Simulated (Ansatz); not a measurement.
The parent structure is ZnO in the wurtzite structure (space group P6_3mc, No. 186; a = 3.230 Å, c = 5.214 Å). Axes: x lies along a and z along c of the hexagonal cell.

Calculations: DFT with PBEsol, PAW potentials and a 420 eV plane-wave cutoff in Ansatz (a first-principles code), without spin-orbit coupling.

For the base:

Band gap: 0.70 eV
Gap character: direct at Γ

It is then changed as follows: the cell is stretched by 1.20 % along z with no lateral relaxation; the atoms relax in the strained cell.

Problem. Estimate the effect on the band gap, stress, energy relative to the base and gap character.

Solution. The band gap shrinks by 0.03 eV (0.70 eV → 0.67 eV); the stress (xx, yy, zz, yz, xz, xy; compression positive) comes out as (-1.27, -1.27, -2.55, 0.00, 0.00, 0.00) GPa; the energy increases by 1.1 meV/atom; the gap character remains direct at Γ.

Whether these cells are dynamically stable was not tested.
